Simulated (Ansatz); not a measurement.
The starting structures come from a database of crystals and need not be the phases stable at ambient conditions.

 Where the default PAW files enter, the runs use the earlier of Ansatz's two default sets.

Inside the gap of an insulator the Bloch states are evanescent, with a wavenumber k + iκ along the transport direction.

Given:

```xyz
8
Lattice="4.9613 0.0000 0.0000 0.0000 4.9613 0.0000 2.4806 -2.4806 4.8936" Properties=species:S:1:pos:R:3 pbc="T T T"
V      0.0000     0.0000     0.0000
Ag     2.4806     0.0000     2.4468
Ag     4.9613     2.4806     2.4468
Ag     2.4806     2.4806     0.0000
O      3.4817    -1.4795     3.8966
O      1.0011     3.9602     0.9969
O      6.4408     1.4795     3.8966
O      3.9602     1.0011     0.9969
```

Space group of this cell: I-42m. The cell is taken as given; by PBEsol its mean pressure is -1.8 GPa.

Transport runs along the normal of the first two printed cell vectors, the (001) plane of the conventional cell.

No gap correction and no spin-orbit coupling; mid-gap values are interpolated between computed energies.

Q: State the band gap and the smallest decay constant κ at mid-gap according to PBEsol (Ansatz, a program for electronic structure).

A: Gap 0.39 eV on a 8×8×8 mesh; κ = 0.169 1/Å, at the zone centre.
